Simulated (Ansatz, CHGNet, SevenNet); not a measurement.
## How the lattice constant a of Mo (model structure, started from the simple cubic type, Pm-3m, No. 221, 1 atom in the cell) moves with the method

No measured value is used here.

```csv
level (code),value (Å)
CHGNet-r²SCAN,2.584
SevenNet-l3i5,2.621
LDA (Ansatz),2.553
PBEsol (Ansatz),2.570
r²SCAN (Ansatz),2.587
```

LDA, PBEsol, r²SCAN: the run has no spin polarisation, so it can have missed a magnetic state. Cutoffs differ between the levels. Ansatz's density-functional and Hartree–Fock values are scalar-relativistic unless marked +SOC, with PAW data made under PBE.

Machine-learned potentials (CHGNet-r²SCAN, SevenNet-l3i5) are trained on DFT data: a solid inside that data is no test of them.

A model structure was made by putting elements into a prototype or built by hand; it is no filed structure, need not be a known phase, and can be a saddle point held by its symmetry.

Ansatz is a program for electronic structure.
